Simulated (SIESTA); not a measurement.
## A self-consistent single point of Hf2Hg (I4mm, 3 atoms in the cell) with SIESTA

Computed with GGA PBEsol, numerical atomic orbitals DZP, PseudoDojo PBEsol standard norm-conserving potentials (rewritten from UPF to PSML) (SIESTA 5.4.2).

The input file:

```
# files in the folder: Hf.psml Hg.psml (PseudoDojo PBEsol standard)
SystemName  Hf2Hg
SystemLabel Hf2Hg

NumberOfAtoms                3
NumberOfSpecies              2
%block ChemicalSpeciesLabel
  1 72 Hf
  2 80 Hg
%endblock ChemicalSpeciesLabel
LatticeConstant              1.0 Ang
%block LatticeVectors
    -1.660045000    1.660045000    5.784150000
     1.660045000   -1.660045000    5.784150000
     1.660045000    1.660045000   -5.784150000
%endblock LatticeVectors
AtomicCoordinatesFormat      ScaledCartesian
%block AtomicCoordinatesAndAtomicSpecies
     0.000000000   -0.000000000    7.751362552  1
     0.000000000   -0.000000000    3.866935641  1
     0.000000000    0.000000000    0.000000000  2
%endblock AtomicCoordinatesAndAtomicSpecies

XC.functional                GGA
XC.authors                   PBEsol
PAO.BasisSize                DZP
PAO.EnergyShift              0.005 Ry
MeshCutoff                   300 Ry
%block kgrid.MonkhorstPack
    6   0   0  0.0
    0   6   0  0.0
    0   0   6  0.0
%endblock kgrid.MonkhorstPack
OccupationFunction           FD
ElectronicTemperature        1160.45 K

MaxSCFIterations             150
SCF.Mixer.Method             Pulay
SCF.Mixer.Weight             0.2
SCF.Mixer.History            6
SCF.DM.Tolerance             1.0E-05
Diag.ParallelOverK           true
WriteForces                  true
```

The program printed (abridged):

```
reinit: Reading from file input.fdf

reinit: System Name: Hf2Hg
reinit: System Label: Hf2Hg

coor:   Atomic-coordinates input format  =     Cartesian coordinates
coor:                                          (in units of alat)

siesta: Atomic coordinates (Bohr) and species
siesta:      0.00000  -0.00000  14.64795  1        1
siesta:      0.00000  -0.00000   7.30745  1        2
siesta:      0.00000   0.00000   0.00000  2        3

siesta: System type = bulk

initatomlists: Number of atoms, orbitals, and projectors:      3    57    89

siesta: ******************** Simulation parameters ****************************
redata: Spin configuration                          = none
redata: Time-Reversal Symmetry                      = T
redata: Number of Atomic Species                    =        2
redata: Mesh Cutoff                                 =   300.0000 Ry
redata: Net charge of the system                    =     0.0000 |e|
redata: Min. number of SCF Iter                     =        0
redata: Max. number of SCF Iter                     =      150
redata: SCF convergence failure will abort job
redata: SCF mix quantity                            = Hamiltonian
redata: Mix DM or H after convergence               =   F
redata: Recompute H after scf cycle                 =   F
redata: Mix DM in first SCF step                    =   T
redata: No kicks to SCF
redata: DM Mixing Weight for Kicks                  =     0.5000
redata: Require Harris convergence for SCF          =   F
redata: Harris energy tolerance for SCF             =     0.000100 eV
redata: Require DM convergence for SCF              =   T
redata: DM tolerance for SCF                        =     0.000010
redata: Require EDM convergence for SCF             =   F
redata: EDM tolerance for SCF                       =     0.001000 eV
redata: Require H convergence for SCF               =   T
redata: Hamiltonian tolerance for SCF               =     0.001000 eV
redata: Require (free) Energy convergence for SCF   =   F
redata: (free) Energy tolerance for SCF             =     0.000100 eV
redata: Using DFT-D3 dispersion                     =   F
redata: Using Saved Data (generic)                  =   F
redata: Method of Calculation                       = Diagonalization
redata: Electronic Temperature                      =  1160.4500 K
redata: Number of TDED substeps                     =        3
redata: Dynamics option                             = Single-point calculation
redata: Save all siesta data in one NC              =   F
redata: ***********************************************************************

%block SCF.Mixers
  Pulay
%endblock SCF.Mixers

%block SCF.Mixer.Pulay
  # Mixing method
  method pulay
  variant stable

  # Mixing options
  weight 0.2000
  weight.linear 0.2000
  history 6
%endblock SCF.Mixer.Pulay

DM_history_depth set to one: no extrapolation allowed by default for geometry relaxation
Size of DM history Fstack: 1
Total number of electrons:    44.000000
Total ionic charge:    44.000000

* ProcessorY, Blocksize:    1  58

* Orbital distribution balance (max,min):    57    57

k-point displ. along   1 input, could be:     0.00    0.50
k-point displ. along   2 input, could be:     0.00    0.50
k-point displ. along   3 input, could be:     0.00    0.50
 Kpoints in:          144 . Kpoints trimmed:          132

siesta: k-grid: Number of k-points = 132
siesta: k-points from Monkhorst-Pack grid
siesta: k-cutoff (effective) =     9.960 Ang
siesta: k-point supercell and displacements
siesta: k-grid:     6     0     0      0.000
siesta: k-grid:     0     6     0      0.000
siesta: k-grid:     0     0     6      0.000

diag: Algorithm                                     = D&C
diag: Parallel over k                               =   F
diag: Use parallel 2D distribution                  =   F
diag: Parallel block-size                           = 58
diag: Parallel distribution                         =     1 x     1
diag: Used triangular part                          = Lower
diag: Absolute tolerance                            =  0.100E-15
diag: Orthogonalization factor                      =  0.100E-05
diag: Memory factor                                 =  1.0000

superc: Internal auxiliary supercell:     5 x     5 x     9  =     225
superc: Number of atoms, orbitals, and projectors:    675  12825  20025

                        Single-point calculation

superc: Internal auxiliary supercell:     5 x     5 x     9  =     225
superc: Number of atoms, orbitals, and projectors:    675  12825  20025

outcell: Unit cell vectors (Ang):
       -1.660045    1.660045    5.784150
        1.660045   -1.660045    5.784150
        1.660045    1.660045   -5.784150

outcell: Cell vector modules (Ang)   :    6.242427    6.242427    6.242427
outcell: Cell angles (23,13,12) (deg):    149.1556    149.1556     44.1823
outcell: Cell volume (Ang**3)        :     63.7587
new_DM -- step:     1
Initializing Density Matrix...

Attempting to read DM from file... Failed...
DM filled with atomic data:

InitMesh: MESH = 60 x 60 x 50 = 180000
InitMesh: Mesh cutoff (required, used) =   300.000   347.535 Ry

stepf: Fermi-Dirac step function

        iscf     Eharris(eV)        E_KS(eV)     FreeEng(eV)     dDmax    Ef(eV) dHmax(eV)
   scf:    1    -7255.140705    -7482.741031    -7482.891501  1.898425 -1.576723 68.047266
   scf:    2    -7565.071577    -7590.920192    -7590.989966  2.137936 -1.703638  9.179081
   scf:    3    -7602.320128    -7598.045454    -7598.094780  0.789804 -2.090416  4.229215
   scf:    4    -7599.175350    -7598.931856    -7598.991126  0.368686 -2.474816  1.870887
   scf:    5    -7598.992368    -7598.980803    -7599.048666  0.072537 -2.646860  0.758887
   scf:    6    -7599.038352    -7599.023599    -7599.087013  0.054999 -2.630857  0.145661
   [... 2 lines left out ...]
   scf:    9    -7599.025552    -7599.025226    -7599.088132  0.003684 -2.642803  0.042757
   scf:   10    -7599.024756    -7599.025048    -7599.088286  0.003918 -2.646680  0.001815
   scf:   11    -7599.025051    -7599.025049    -7599.088286  0.000053 -2.646794  0.001313
   scf:   12    -7599.025051    -7599.025050    -7599.088286  0.000151 -2.647107  0.000154
   scf:   13    -7599.025051    -7599.025051    -7599.088286  0.000005 -2.647115  0.000124

SCF Convergence by DM+H criterion
max |DM_out - DM_in|         :     0.0000046434
max |H_out - H_in|      (eV) :     0.0001241630
SCF cycle converged after 13 iterations

Using DM_out to compute the final energy and forces

siesta: E_KS(eV) =            -7599.0251

siesta: E_KS - E_eggbox =     -7599.0251

siesta: Atomic forces (eV/Ang):
     1    0.000069    0.000069   -0.685998
     2   -0.000019   -0.000019    0.568150
     3    0.000091    0.000091    0.117770
   Tot    0.000142    0.000142   -0.000077
   Max    0.685998
   Res    0.299492    sqrt( Sum f_i^2 / 3N )
   Max    0.685998    constrained

Stress tensor Voigt[x,y,z,yz,xz,xy] (kbar):       45.13       45.13       34.36        0.03        0.03        0.06
(Free)E + p*V (eV/cell)    -7600.7413
Target enthalpy (eV/cell)    -7599.0883

siesta: Program's energy decomposition (eV):
siesta: Ebs     =     -1461.529634
siesta: Eions   =      9756.332299
siesta: Ena     =      1172.333482
siesta: Ekin    =      2072.685790
siesta: Enl     =       305.550197
siesta: Eso     =         0.000000
siesta: Edftu   =         0.000000
siesta: DEna    =       115.329143
siesta: DUscf   =         6.619551
siesta: DUext   =         0.000000
siesta: Ex      =     -1411.918841
siesta: Ec      =      -103.292073
siesta: Exc     =     -1515.210914
siesta: Eharris =     -7599.025051
siesta: Etot    =     -7599.025051
siesta: FreeEng =     -7599.088286

siesta: Atomic forces (eV/Ang):
siesta:      1    0.000069    0.000069   -0.685998
siesta:      2   -0.000019   -0.000019    0.568150
siesta:      3    0.000091    0.000091    0.117770
siesta: ----------------------------------------
siesta:    Tot    0.000142    0.000142   -0.000077

siesta: Stress tensor (static) (eV/Ang**3):
siesta:     0.028165    0.000036    0.000018
siesta:     0.000036    0.028165    0.000018
siesta:     0.000018    0.000018    0.021446

siesta: Cell volume =         63.758672 Ang**3

siesta: Pressure (static):
siesta:                Solid            Molecule  Units
siesta:          -0.00028236         -0.00010470  Ry/Bohr**3
siesta:          -0.02592533         -0.00961320  eV/Ang**3
siesta:         -41.53695538        -15.40205161  kBar
```

The run converged in 13 iterations.

The starting cell comes from a database of computed structures (which also holds hypothetical and non-ambient phases and stackings), without a prior relaxation at this level. Its lattice was rescaled by up to half a per cent. One atom was moved a little off its site on purpose. Values carry the incompleteness of an atom-centred basis. With a pressure of about -4 GPa the cell is away from its equilibrium volume at this level.

Cost on one core of a shared machine: roughly 2 min.
